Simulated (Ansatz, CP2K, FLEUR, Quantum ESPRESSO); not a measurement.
YbTlSe2 (R-3m, 4 atoms in the cell) computed with different codes at matched settings

Self-consistent single point.

```yaml
crystal:
  lattice:
    - [2.13179, 1.23079, 7.09795]
    - [-2.13179, 1.23079, 7.09795]
    - [0.00000, -2.46158, 7.09795]
  atoms:
    - { symbol: Yb, position: [0.00000, 0.00000, 0.00000] }
    - { symbol: Tl, position: [0.50000, 0.50000, 0.50000] }
    - { symbol: Se, position: [0.74366, 0.74366, 0.74366] }
    - { symbol: Se, position: [0.25634, 0.25634, 0.25634] }
```

All programs got the same cell, k-point mesh and kind of occupations (in Ansatz's words: kpoints.mp_grid.grid = 6 6 6; scf.occupations.method = fermi_dirac; scf.occupations.width = 0.136 eV); potentials, basis and cutoffs are each program's usual ones.

```json
[
 {"code": "Quantum ESPRESSO", "model": "PBEsol, SSSP 1.1.2 efficiency (PBE) pseudopotentials", "pressure (GPa)": "-2.48", "largest force (eV/Å)": "0.731", "k-points": "32", "cutoff": "50 Ry"},
 {"code": "CP2K", "model": "PBEsol, GPW, DZVP-MOLOPT-SR-GTH basis, GTH-PBE potentials (GTH_POTENTIALS)", "pressure (GPa)": "-1.90", "largest force (eV/Å)": "0.772", "k-points": "112", "cutoff": "grid 800 Ry"},
 {"code": "FLEUR", "model": "PBEsol, all-electron FLAPW (FLEUR), scalar-relativistic valence", "pressure (GPa)": "–", "largest force (eV/Å)": "0.659", "k-points": "32", "cutoff": "Kmax 3.9 1/bohr"},
 {"code": "Ansatz", "model": "PBEsol, PAW files made with PBE", "pressure (GPa)": "-2.40", "largest force (eV/Å)": "0.676", "k-points": "32", "cutoff": "default"}
]
```

A dash marks a value that a program does not give, or that is left out as unsure.

The spread over the programs that give each value: pressure within 0.58 GPa; largest force within 0.113 eV/Å.

The starting cell comes from a database of computed structures (which also holds hypothetical and non-ambient phases and stackings), without a prior relaxation at this level. On Ansatz's run: Spin-orbit coupling is off. Spin polarisation is off; with an odd number of electrons in the cell that forces a metal, and a magnetic state may lie lower. The f electrons are in the valence without U or exact exchange, which can misplace them near the Fermi level. Spin-orbit terms, which matter for f shells, are left out.

Task: Why do the programs differ, and what cannot be compared?

Result: Differences of this kind can come from the potentials, where these differ, and from what each basis and cutoff leave unconverged. The valence holds different numbers of electrons (Quantum ESPRESSO 49, CP2K 49, FLEUR 69, Ansatz (a first-principles code) 69). The zero of total energies and Fermi levels follows the potentials and each program's conventions, so they are not compared here. CP2K uses small atom-centred bases, whose incompleteness enters pressures, forces and empty levels differently from a plane-wave cutoff. FLEUR treats all electrons, but the usual bases taken here (sphere radii, linearisation, local orbitals, empty states) were not tested for convergence, so the values are no reference for the others. Ansatz's pressure is given at a fixed set of plane waves, as the other plane-wave codes print theirs. The programs reduce the same mesh by symmetry to different extents, which changes the work and not the result.

Left out of this page: Elk (not drawn, or without a comparable value).

Keys are those of Ansatz 0.2.
